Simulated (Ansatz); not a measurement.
We consider BP (model structure, started from the rocksalt type, Fm-3m, No. 225, 2 atoms in the cell), described by LDA in Ansatz (plane waves, PAW).

The input as run:

Ansatz 0.2 input:
```yaml
crystal:
  lattice:
    - [0.0, 2.1450403057, 2.1450403057]
    - [2.1450403057, 0.0, 2.1450403057]
    - [2.1450403057, 2.1450403057, 0.0]
  atoms:
    - { symbol: P, position: [0.0, 0.0, 0.0] }
    - { symbol: B, position: [0.5, 0.5, 0.5] }
basis:
  ecutwfc: 520
  ecutrho_ratio: 4
  xc_grid: 2
kpoints:
  mp_grid: { grid: [22, 22, 22] }
hamiltonian:
  xc: lda
  dispersion: none
  pseudopotentials: { kind: paw }
scf:
  occupations: { method: fermi_dirac, width: 0.05 }
  convergence: { dr2_threshold: 0.0000000002 }
output:
  forces: true
  stress: true
  eigenvalues: true
```

Output (set-up and result lines):

```
Crystal: 2 atoms, lattice volume = 19.740 Å³
Basis set: ecut = 520 eV, 531 PW (Γ), exchange–correlation on 48×48×48 points (8 copies of the dense FFT grid, shifted against one another)
Bands: 8, of which v1, the nominal top of the filled ones, is band 4 counted from 1 (3 counted from 0)
Symmetry: 48 space group operations
Space group: Fm-3m (ITA 225), of the structure as read, at distance tolerance 2.7e-5 Å
k-points: 328 of 10648
Functional: x = slater, c = lda
SCF iter   1: F=—  HF=-874.606118 eV  |F-HF|=—  |Δ(HF+E_count)|=         —  Δρ=6.49e-3  dr2=6.15e-3
SCF iter   2: F=—  HF=-874.603793 eV  |F-HF|=—  |Δ(HF+E_count)|=   2.32e-3  Δρ=2.83e-3  dr2=1.08e-3
  ...
SCF iter   6: F=—  HF=-874.603403 eV  |F-HF|=—  |Δ(HF+E_count)|=   2.54e-7  Δρ=9.07e-6  dr2=2.14e-8
SCF iter   7: F=-874.603403 eV  HF=-874.603403 eV  |F-HF|=2.96e-11  |Δ(HF+E_count)|=   6.93e-9  Δρ=3.83e-7  dr2=3.76e-11
SCF 1 converged in 7 iterations: F = -874.603403 eV  dr2 = 3.76e-11
SCF converged after 7 iterations
Free energy (F): -874.603403 eV
Internal energy: -874.597698 eV  (E = F + TS)
E sigma→0 (E₀):  -874.600550 eV
Fermi energy:    11.976489 eV
--- Stress (GPa, compression-positive) ---
       -2.875177       0.000000       0.000000
       -0.000000      -2.875177       0.000000
       -0.000000      -0.000000      -2.875177
  P = ⅓ Tr σ = -2.8752 GPa (-28.752 kbar)
```

The PAW data were made under PBE.

Note: the relaxation could raise the start's symmetry but not lower it, so the cell can be a saddle point. Note: cell and atoms aren't relaxed at this level (pressure -2.9 GPa).

Cost on a shared machine: about 5 core-seconds (a rough figure).

A model structure was made by putting elements into a prototype or built by hand; it is no filed structure, need not be a known phase, and can be a saddle point held by its symmetry.

Ansatz is an electronic-structure program.
